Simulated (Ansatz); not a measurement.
The parent structure is HfO2 (space group Pca2_1, No. 29; a = 5.229 Å, b = 5.018 Å, c = 5.042 Å). Axes: x, y, z lie along a, b, c of the conventional cell.

Structures relaxed with PBEsol in Ansatz (plane waves to 420 eV, PAW, scalar-relativistic without spin-orbit coupling), earlier PAW set.

Base:

Simulated powder pattern, Cu Kα1, λ = 1.54056 Å (kinematic, ideal powder, no thermal factors, no anomalous dispersion; the 14 strongest lines at most, above 2 %, up to 2θ = 90°):

```
2θ (°)  I/Imax (%)    hkl
------  ----------  -----
30.37          100  (111)
34.27           13  (200)
35.58           15  (002)
35.76           13  (020)
50.23           14  (202)
50.37           13  (220)
51.33           15  (022)
53.76          4.2  (221)
58.96           12  (311)
60.70           16  (113)
60.94           15  (131)
63.18         10.0  (222)
81.83          4.4  (313)
83.55          5.4  (133)
```

The change: biaxial strain +2.71 %, plane normal [001], relaxed out of plane (Cartesian); in-plane vectors clamped, the third vector and the atoms free.

Task: How do the reflections move or split?

Result: 
Simulated powder pattern, Cu Kα1, λ = 1.54056 Å (kinematic, ideal powder, no thermal factors, no anomalous dispersion; the 14 strongest lines at most, above 2 %, up to 2θ = 90°):

| 2θ (°) | d (Å) | I/Imax (%) | hkl |
|---|---|---|---|
| 30.00 | 2.977 | 100 | (111) |
| 33.34 | 2.685 | 14 | (200) |
| 34.78 | 2.577 | 13 | (020) |
| 36.15 | 2.483 | 13 | (002) |
| 48.95 | 1.859 | 14 | (220) |
| 49.99 | 1.823 | 14 | (202) |
| 51.04 | 1.788 | 15 | (022) |
| 57.52 | 1.601 | 13 | (311) |
| 59.42 | 1.554 | 16 | (131) |
| 61.25 | 1.512 | 15 | (113) |
| 62.34 | 1.488 | 10 | (222) |
| 79.66 | 1.203 | 4.2 | (331) |
| 81.26 | 1.183 | 4.4 | (313) |
| 82.90 | 1.164 | 5.4 | (133) |

The indices refer to the base's conventional cell; one index is shown for lines that coincide.

No phonon test of stability was made. This is not the structure that HfO2 has at room temperature and ambient pressure.

Ansatz is a program for electronic structure.
